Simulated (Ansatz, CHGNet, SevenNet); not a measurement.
# Ru (model structure, started from the simple cubic type, Pm-3m, No. 221, 1 atom in the cell): equilibrium lattice constant a by level of theory

No measured value is used here.

```csv
level (code),value (Å)
CHGNet 0.3.0,2.517
CHGNet-r²SCAN,2.504
SevenNet-0,2.506
PBEsol (Ansatz),2.480
r²SCAN (Ansatz),2.492
```

PBEsol, r²SCAN: the run has no spin polarisation, so it can have missed a magnetic state. Cutoffs differ between the levels. Ansatz's density-functional and Hartree–Fock values are scalar-relativistic unless marked +SOC, with PAW data made under PBE.

Machine-learned potentials (CHGNet 0.3.0, CHGNet-r²SCAN, SevenNet-0) are trained on DFT data: a solid inside that data is no test of them.

A model structure was made by putting elements into a prototype or built by hand; it is no filed structure, need not be a known phase, and can be a saddle point held by its symmetry.

Ansatz is a program for electronic structure.
